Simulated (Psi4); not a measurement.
Psi4 1.11, TPSS/def2-svpd: W(NH)(NMe)(Cl)2 (C[N]=[W](=[NH])([Cl])[Cl]), 10 atoms. The geometry is a generated start, not checked to be a minimum at this level.

```json
{
  "task": "energy",
  "method": "tpss",
  "basis": "def2-svpd",
  "memory": "3 GB",
  "maxiter": "100",
  "keys_of_the_molecule_block": "symmetry c1",
  "scf_type": "df (default)",
  "e_convergence": "1e-06 (default)",
  "d_convergence": "1e-06 (default)",
  "dft_radial_points": "75 (default)",
  "dft_spherical_points": "302 (default)",
  "effective_core_potentials": "those of the basis set, past Kr",
  "basis_functions": "181",
  "grid_points": "215466"
}
```

```xyz
10

W     -0.7258     0.4361     1.0161
N     -2.0534    -0.7154     0.7519
H     -2.6825    -1.4465     0.4211
N      0.5757     0.2319    -0.1846
C      1.3922    -0.1934    -1.2540
H      1.8544    -1.1590    -1.0141
H      0.7932    -0.3167    -2.1667
H      2.1918     0.5319    -1.4543
Cl    -1.4855     2.5165     0.8484
Cl     0.1399     0.1147     3.0361
```

Charge 0 and multiplicity 1 are set for this test and not shown to be the ground state.

With the defaults (diis = true, scf_initial_accelerator = adiis, damping_percentage = 0, diis_max_vecs = 10, level_shift = 0, level_shift_cutoff = 0.01, guess = auto, which took SAD, diis_start = 1) it converges in 12 SCF iterations. One run each on 2 threads, with these changes:
- diis = false, scf_initial_accelerator = none, damping_percentage = 60
- guess = sadno
- level_shift = 0.5, level_shift_cutoff = 0.001
- diis_start = 4
- guess = gwh
- guess = modhuckel
- guess = sap
- diis_max_vecs = 6
- damping_percentage = 20

Problem. Which of these changes keep the SCF from converging, or lead it to another solution?

Solution. No convergence: diis = false, scf_initial_accelerator = none, damping_percentage = 60 (the run ends without SCF convergence in 100 iterations). The rest reach the solution of the defaults.

```csv
setting,SCF iterations,end
the defaults,12,same solution
diis_max_vecs = 6,13,same solution
"level_shift = 0.5, level_shift_cutoff = 0.001",13,same solution
guess = modhuckel,15,same solution
guess = sadno,17,same solution
guess = sap,18,same solution
guess = gwh,20,same solution
diis_start = 4,21,same solution
damping_percentage = 20,26,same solution
"diis = false, scf_initial_accelerator = none, damping_percentage = 60",100,no convergence
```

1 further run of the study ended by our limits or in an error and is left out.
